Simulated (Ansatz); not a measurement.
System: cubic perovskite CsCaF3. Method: r²SCAN+SOC in Ansatz (PAW).

Run with plane-wave cutoff 560 eV, 8×8×8 k mesh, Fermi–Dirac smearing 0.01 eV, PAW data made under PBE.

Equation-of-state points:

```tsv
V (Å³/atom)	E − E_lowest (meV/atom)	P (GPa)
17.324	12.81	3.94
17.693	5.46	2.47
18.061	1.32	1.16
18.430	0.00	0.00
18.799	1.23	-1.04
19.167	4.69	-1.96
19.536	10.18	-2.79
```

Estimate the bulk modulus and its pressure derivative from these points.

V0 = 18.430 Å³/atom, B0 = 54.9 GPa, B′ = 4.7 (fit to the energies at full precision).

Measured, for comparison: bulk modulus 50.9 GPa (room temperature, not corrected to a static lattice; as tabulated in Vaitheeswaran et al. (2016), arXiv:1609.00541). Computed (rounded) less measured: bulk modulus +8 %. A static lattice is as a rule a little smaller and stiffer than an uncorrected measurement, which narrows the difference in the bulk modulus and would widen misses of the other sign.

Note: the relaxation could not lower the start's symmetry, so the cell can be a saddle point above a distorted one.

The computed numbers hold no vibrational or temperature effects.

The result took roughly 23 core-minutes.

Ansatz is a program for electronic structure.
